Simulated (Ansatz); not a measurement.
The parent structure is LuAlO$_{3}$ (space group P6_3/mmc, No. 194; a = 3.3661 Å, c = 11.4733 Å; a cell from a computed database, its experimental status unchecked).

Method: PBEsol (Ansatz, an electronic-structure program; PAW; 420 eV plane waves; no SOC).

One change was made to it. Results:

```csv
quantity,base,after
lattice parameter a,3.366 Å,3.322 Å
electron mass,"0.43 mₑ along c, 0.33 mₑ across (at Γ)","0.45 mₑ along c, 0.34 mₑ across (at Γ)"
band gap,3.41 eV,3.61 eV
smallest direct gap,3.78 eV,3.98 eV
```

**Question.** Which of these changes matches the shifts?
(A) pressure 0.7 GPa
(B) pressure 7.5 GPa
(C) pressure −2 GPa
(D) pressure 1.5 GPa

**Answer.** B, pressure 7.5 GPa. For comparison, the band gap in the other runs: pressure 0.7 GPa gives 3.43 eV; pressure 1.5 GPa gives 3.46 eV; pressure −2 GPa gives 3.36 eV.

Load acts through the strain it causes; cell and atoms are relaxed under it. Effective masses come from finite differences of ±0.01 Å⁻¹. Whether these cells are dynamically stable was not tested. No other phases were tried under pressure.
